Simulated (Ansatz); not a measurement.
The starting structures come from a database of crystals and need not be the phases stable at ambient conditions.

 Where the default PAW files enter, the runs use the earlier of Ansatz's two default sets.

Tunnelling through a barrier is set by its complex band structure: the current falls as exp(−2κd) with the smallest κ.

Given:

```
ZnO
1.0
    3.17260     0.00000     0.00000
    0.00000     5.11762     0.00000
    1.58630     0.00000     2.80363
Zn O
2 2
Direct
  0.66667   0.49941   0.66667
  0.33333   0.99941   0.33333
  0.66667   0.12028   0.66667
  0.33333   0.62028   0.33333
```

Space group of this cell: Cmc2_1. The cell is strained (lengths across the current scaled by 0.98, ions clamped); by r2SCAN its mean pressure is 6.1 GPa.

Transport runs along the normal of the first two printed cell vectors.

The gap is the functional's own, uncorrected, and κ follows it; spin-orbit coupling is left out. Mid-gap values are interpolated between the computed energies.

Give the band gap and the smallest decay constant κ at mid-gap that r2SCAN in Ansatz (a program for electronic structure) yields.

Gap 1.27 eV on a 12×6×12 mesh; κ = 0.135 1/Å, at the zone centre.
